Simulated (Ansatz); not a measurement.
Take ZnS in the wurtzite structure (space group P6_3mc, No. 186; a = 3.845 Å, c = 6.306 Å) as the base.

The change: the cell is scaled by 0.9864 in all directions; the atoms relax in the strained cell.

The values are results of PBE (Ansatz, a first-principles code), no spin-orbit coupling, not measurements.

Base, band edges from the VBM (valence, conduction): K -2.00, 4.35; H -1.29, 4.45; M -0.85, 3.68; L -1.54, 3.53; A -0.45, 3.47; Γ 0.00, 2.08 eV.

Problem. Give the band edges at the high-symmetry points of the new zone, measured from its valence-band maximum.

Solution. 
```
point  valence edge (eV)  conduction edge (eV)
-----  -----------------  --------------------
Γ                   0.00                  2.26
M                  -0.91                  3.65
K                  -2.13                  4.22
A                  -0.48                  3.59
L                  -1.65                  3.54
H                  -1.39                  4.51
```

The gap is 2.26 eV, direct at Γ.

No phonon test of stability was made.
